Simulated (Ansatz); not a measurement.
The starting structures come from a database of crystals and need not be the phases stable at ambient conditions.

 Where the default PAW files enter, the runs use the earlier of Ansatz's two default sets.

# Evanescent states of BaO (P6_3/mmc, NiAs type, not sure to be the ambient phase, 4 atoms a cell, 21.0 Å³ an atom, -4 GPa at this level) along the normal of (100)

The numbers are results of PBEsol (plane waves, PAW; Ansatz, a first-principles code), not measurements.

The gap is the functional's own, uncorrected, and κ follows it; spin-orbit coupling is left out. Mid-gap values are interpolated between the computed energies.

Energies count from the valence-band top; κ is the least over a 8×6 mesh across the current.

```json
[
 {"E (eV)": "0.07", "κ (1/Å)": "0.159", "where": "Γ"},
 {"E (eV)": "0.20", "κ (1/Å)": "0.256", "where": "Γ"},
 {"E (eV)": "0.33", "κ (1/Å)": "0.312", "where": "Γ"},
 {"E (eV)": "0.46", "κ (1/Å)": "0.322", "where": "Γ"},
 {"E (eV)": "0.58", "κ (1/Å)": "0.323", "where": "Γ"},
 {"E (eV)": "0.71", "κ (1/Å)": "0.322", "where": "Γ"},
 {"E (eV)": "0.84", "κ (1/Å)": "0.320", "where": "Γ"},
 {"E (eV)": "0.97", "κ (1/Å)": "0.318", "where": "Γ"},
 {"E (eV)": "1.10", "κ (1/Å)": "0.313", "where": "Γ"},
 {"E (eV)": "1.24", "κ (1/Å)": "0.308", "where": "Γ"},
 {"E (eV)": "1.36", "κ (1/Å)": "0.302", "where": "Γ"},
 {"E (eV)": "1.50", "κ (1/Å)": "0.295", "where": "Γ"},
 {"E (eV)": "1.62", "κ (1/Å)": "0.287", "where": "Γ"},
 {"E (eV)": "1.75", "κ (1/Å)": "0.277", "where": "Γ"},
 {"E (eV)": "1.89", "κ (1/Å)": "0.264", "where": "off Γ"},
 {"E (eV)": "2.02", "κ (1/Å)": "0.232", "where": "off Γ"},
 {"E (eV)": "2.15", "κ (1/Å)": "0.194", "where": "off Γ"},
 {"E (eV)": "2.27", "κ (1/Å)": "0.145", "where": "off Γ"},
 {"E (eV)": "2.40", "κ (1/Å)": "0.061", "where": "off Γ"}
]
```

Problem. How thick must the barrier be to attenuate the transmission by 10^8 when the electrodes' Fermi level lies at 2.02 eV, and what attenuation does that film give at 0.97 eV?

Solution. d = 8 ln 10 / (2 × 0.232) = 39.7 Å. At 0.97 eV it gives 8 × 0.318/0.232 = 11.0 decades.
